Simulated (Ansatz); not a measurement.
## SnSe2: carrier doping

Start from SnSe$_{2}$ in the CdI2 type structure (space group P-3m1, No. 164; layered, stacked along the Cartesian z axis).

```
CELL_PARAMETERS angstrom
      3.82584     0.00000     0.00000
     -1.91292     3.31327     0.00000
      0.00000     0.00000     6.23092
ATOMIC_POSITIONS crystal
  Sn 0.00000 0.00000 0.00000
  Se 0.33333 0.66667 0.25294
  Se 0.66667 0.33333 0.74706
```

Carriers are added at fixed cell with a uniform background; the Fermi–Dirac width is that of 300 K.

The values are results of Kohn–Sham DFT with the r2SCAN+rVV10 functional, run in Ansatz (a program for electronic structure) with PAW and 500 eV plane waves, no spin-orbit coupling, not measurements.

Notes on the quantities. Fermi level from band edge: Fermi level relative to the doped band's edge (positive inside the band; to 0.05 eV).

| change | gap character | gap between the host's bands | Fermi level from band edge | largest internal atomic displacement |
|---|---|---|---|---|
| undoped | indirect, K–Γ (71 % along) → k = (0, 0.444, 0.300) in the run's primitive reciprocal basis | 0.92 eV | – | – |
| electrons 5.0×10^21 cm⁻³ | indirect, k = (0, 0.167, -0.100) in the run's primitive reciprocal basis → k = (0, 0.444, 0.400) in the run's primitive reciprocal basis | 0.73 eV | +0.70 eV | 0.039 Å |
| electrons 7.0×10^21 cm⁻³ | indirect, k = (0, 0.111, -0.200) in the run's primitive reciprocal basis → k = (0, 0.444, 0.400) in the run's primitive reciprocal basis | 0.63 eV | +0.80 eV | 0.059 Å |
| electrons 1.0×10^22 cm⁻³ | indirect, k = (0, 0.111, -0.200) in the run's primitive reciprocal basis → k = (0, 0.444, 0.400) in the run's primitive reciprocal basis | 0.44 eV | +1.00 eV | 0.093 Å |
| holes 5.0×10^21 cm⁻³ | indirect, K–Γ (71 % along) → k = (0, 0.444, 0.400) in the run's primitive reciprocal basis | 0.94 eV | +0.20 eV | 0.023 Å |
| holes 7.0×10^21 cm⁻³ | indirect, k = (0, 0.167, -0.100) in the run's primitive reciprocal basis → k = (0, 0.444, 0.400) in the run's primitive reciprocal basis | 0.94 eV | +0.25 eV | 0.033 Å |
| holes 1.0×10^22 cm⁻³ | indirect, k = (0, 0.167, -0.100) in the run's primitive reciprocal basis → k = (0, 0.444, 0.400) in the run's primitive reciprocal basis | 0.93 eV | +0.35 eV | 0.048 Å |

Charged cell with a jellium background: band edges are those of the host's band count, energies are not comparable with the neutral cell, and many-body gap narrowing is missing. Stability against distortions was not tested.
